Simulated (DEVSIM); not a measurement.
Device: illuminated Si n-on-p cell, one wavelength, at 300 K.

Layer 1 from the left is Si, thickness (μm) 0.0550, Nd (cm⁻³) 2.8e18, τn (s) 0.00034, τp (s) 2.3e-5, absorption coefficient (cm⁻¹) 2600. Layer 2 from the left is Si, thickness (μm) 260, Na (cm⁻³) 1.9e17, τn (s) 0.00095, τp (s) 0.00095, absorption coefficient (cm⁻¹) 2600.

Left contact: ohmic, minority hole recombination velocity 1e5 cm/s. Right contact: ohmic, minority electron recombination velocity 6000 cm/s. Voltage is applied to the left contact. Recombination: SRH at mid-gap, radiative, Auger. Light enters at the left, 2.9e18 photons cm⁻² s⁻¹, one pass, no reflection. Mobility is μmin + (μ − μmin)/(1 + (N/Nref)^α).

Constants are typed, rounded textbook-type inputs, not results; the design itself was drawn at random and stands for no fabricated device. Values at 300 K.

Si: gap (eV) 1.124, affinity (eV) 4.05, permittivity 11.7, Nc (cm⁻³) 2.86e19, Nv (cm⁻³) 3.1e19, μn (cm²/Vs) 1417, μp (cm²/Vs) 470, μn,min 52, μp,min 45, Nref,n 9.7e16, Nref,p 2.2e17, αn 0.68, αp 0.72, B (cm³/s) 4.7e-15, Cn (cm⁶/s) 2.8e-31, Cp (cm⁶/s) 9.9e-32.

Model (solved in DEVSIM): 1D drift-diffusion, Boltzmann statistics, complete ionisation; no tunnelling, impact ionisation, image-force lowering or self-heating.

Dark forward current:

```
|V| (V)  |J| (A/cm²)
-------  -----------
0.20        1.438e-9
0.25        9.838e-9
0.30        6.773e-8
0.35        4.675e-7
0.40        3.230e-6
0.45        2.233e-5
0.50       0.0001543
0.55        0.001067
0.60        0.007371
0.65         0.05072
0.70          0.3399
0.75           1.977
0.80           7.728
0.85           19.45
0.90           37.50
0.95           62.17
1.00           93.68
1.05           132.1
1.10           177.5
1.15           229.7
1.20           288.6
1.25           354.0
1.30           425.8
1.35           503.8
1.40           587.7
1.45           677.3
```

Problem. Work out the local ideality factor n = ΔV / (kT/q · ln(J2/J1)) between the rows 0.20 and 0.25 V, 0.50 and 0.55 V, 1.40 and 1.45 V.

Solution. kT/q = 25.85 mV. From 0.20 to 0.25 V: ln(9.838e-9/1.438e-9) = 1.923, n = 1.01, near the 1 of diffusion or emission over a barrier. From 0.50 to 0.55 V: ln(0.001067/0.0001543) = 1.934, n = 1.00, near the 1 of diffusion or emission over a barrier. From 1.40 to 1.45 V: ln(677.3/587.7) = 0.142, n = 13.63.

Problem. What current could the absorbed light give at most, and what share is collected?

Solution. Σ αd = 67.6, so qΦ(1 − exp(−Σ αd)) = 465 mA/cm². The simulated short-circuit current is 457.8 mA/cm², a share of 0.99.

Problem. Estimate the open-circuit voltage by superposition: the voltage at which the dark current equals that short-circuit current.

Solution. Interpolating ln J in the table gives 0.708 V. The simulation gives 0.707 V, the same within the digits that matter. Superposition holds where collection doesn't change with voltage.

Problem. Estimate the fill factor from FF0 = (v − ln(v + 0.72))/(v + 1), v = qVoc/(nkT), with n from the dark curve.

Solution. The rows about Voc, 0.70 and 0.75 V, give n = 1.10, so v = 24.9 and FF0 = 0.836. The simulation gives 0.845; the estimate lies 1.0 % below.
